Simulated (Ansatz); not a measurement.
# SiC: stress against strain

SiC (4H polytype, P6_3mc, 10.498 Å³/atom and stress up to 0.01 GPa in the relaxed cell, c along z) under a strain ε along c (axis z), the other axes held. PBE in Ansatz, a plane-wave DFT program (PAW, default set), 420 eV, 12×12×4 Γ-centred mesh, Fermi-Dirac smearing 0.05 eV; ions are relaxed, or left where forces stay under 0.02 eV/Å, within the symmetry of each cell. Stress is positive for a compressed cell.

Here s stands for strain and y for stress zz.

| strain (%) | stress zz (GPa) |
|---|---|
| -3.00 | ? |
| -1.50 | 8.23 |
| -0.75 | 4.05 |
| 0.00 | 0.00 |
| 0.75 | -3.91 |
| 1.50 | -7.69 |

Fit y of the 5 rows that show it with a straight line. Means: s 0, y 0.136. About the means, the sum of products is -29.850 and the sum of squares of s is 5.6250; the slope is their ratio. Least squares gives y = 0.136 - 5.3067·s. Residuals (row less fit): 0.134, -0.066, -0.136, -0.066, 0.134; standard error 0.145 (degrees of freedom: 3). The slope gives the elastic constant C33 = 531 ± 6 GPa (± standard error of the fit, which holds the terms cut off).

Question: Predict the withheld y at s = -3.00 from the fit, and compare with the calculation.

Answer: y = 0.136 - 5.3067 × (-3.00) = 16.056 GPa. The calculation gives 16.94 GPa, 0.884 GPa above the prediction (3.6 % of the range of y in the table). The row lies outside the fitted rows, so this is an extrapolation. From the scatter of the fitted rows alone, a prediction at this place has a standard error of 0.243 GPa, so the miss is 3.6 times that.

A polynomial of degree 2 through the 8 other runs of the series gives 16.99 there, so most of the miss is curvature that the fit leaves out. The start is a measured cell from the literature; how it stands against other phases or cation orders wasn't checked. Rows are the converged runs of the series near zero and its far end; series whose fitted rows scatter by over a few per cent of the range, as at a crossing or softening among them, aren't shown in this form, nor equations of state whose B0' disagrees with the runs' pressures. Most that stay on the fit to the last digits aren't either.
